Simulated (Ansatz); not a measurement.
Cubic perovskite KNiF₃ was calculated with PBEsol-D3(BJ) (Ansatz, a quantum-chemistry and plane-wave program, plane waves, PAW).

Settings: plane-wave cutoff 520 eV, 8×8×8 k mesh, Fermi–Dirac smearing 0.01 eV, spin-polarised with parallel moments, scalar-relativistic PAW data made under PBE.

Computed points:

```json
[
 {"V (Å³/atom)": "11.797", "E − E_lowest (meV/atom)": "14.29", "P (GPa)": "6.46"},
 {"V (Å³/atom)": "12.048", "E − E_lowest (meV/atom)": "6.09", "P (GPa)": "4.05"},
 {"V (Å³/atom)": "12.299", "E − E_lowest (meV/atom)": "1.46", "P (GPa)": "1.91"},
 {"V (Å³/atom)": "12.550", "E − E_lowest (meV/atom)": "0.00", "P (GPa)": "0.00"},
 {"V (Å³/atom)": "12.801", "E − E_lowest (meV/atom)": "1.36", "P (GPa)": "-1.71"},
 {"V (Å³/atom)": "13.052", "E − E_lowest (meV/atom)": "5.25", "P (GPa)": "-3.22"},
 {"V (Å³/atom)": "13.303", "E − E_lowest (meV/atom)": "11.38", "P (GPa)": "-4.58"}
]
```

Estimate the bulk modulus from the pressures at 12.299 and 12.801 Å³/atom, and compare it with a fit to all energies.

B = −V dP/dV. Between V = 12.299 and 12.801 Å³/atom, dP/dV = (-1.71 − (1.91))/(12.801 − 12.299) = -7.21 GPa per Å³/atom; at the midpoint 12.550 Å³/atom this gives B ≈ 90.5 GPa. The third-order Birch–Murnaghan fit gives V0 = 12.550 Å³/atom, B0 = 90.1 GPa, B′ = 4.8, which lies within 1 % of that estimate.

Note: the magnetic order was assumed, not searched for or taken from measurement; without U or exact exchange, gaps and moments of open d shells tend to come out too small.

Computed values are for the static lattice.
